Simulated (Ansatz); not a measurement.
An armchair MoS2 nanoribbon, N = 15, bare edges, relaxed period 5.496 Å, atoms relaxed at each strain.

```csv
strain,energy (meV a period),axial force (nN)
-0.015,+102.4,-4.03
+0.015,+97.3,+3.73
```

Level of theory: PBE (plane waves to 420 eV, PAW; Ansatz, an electronic-structure program). Mesh 1×1×6. No spin polarisation, so a magnetic state wasn't tested. One-dimensional cell, images about 11 Å apart. An idealised model, cut from the flat sheet. Only distortions within the start's symmetry and period were free. Values not marked SOC lack spin–orbit coupling. Buckling under compression is shut out by symmetry and the short period. Energies are free energies at a Fermi–Dirac width of 0.02 eV, from the unstrained cell.

Q: Work out the axial stiffness dF/dε in two ways.

A: From the forces: (+3.73 − (-4.03))/0.030 = 259 nN. From the energies: (E₊ + E₋)/(ε² c) = 0.1997 eV/(0.015² × 5.496 Å) = 161.5 eV/Å = 259 nN. The two agree to within 1 %.
